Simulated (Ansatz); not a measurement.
Start from CuI in the zinc blende structure (space group F-43m, No. 216; a = 5.862 Å). Axes: x, y, z lie along the cube axes.

Method: LDA, PAW, 420 eV (Ansatz, a program for electronic structure; no spin-orbit coupling).

One thing is altered: an isotropic linear strain of −1.00 %, atoms relaxed at fixed cell.

Question: Predict the stress tensor and what it implies for the stiffness.

Answer: Stress of the strained cell less that of the base (GPa, compression positive):
```
   1.85    0.00    0.00
   0.00    1.85    0.00
   0.00    0.00    1.85
```

Then B = −ΔP/(ΔV/V₀) with ΔV/V₀ = -0.0297 gives secant stiffness values (nonlinear terms included at this strain): B ≈ 62 GPa.

As a check, the harmonic strain energy −½ V₀ Δσ:ε is 4.4 meV/atom; the computed energy rise is 4.2 meV/atom.

Whether these cells are dynamically stable was not tested. The final runs are not spin-polarised.
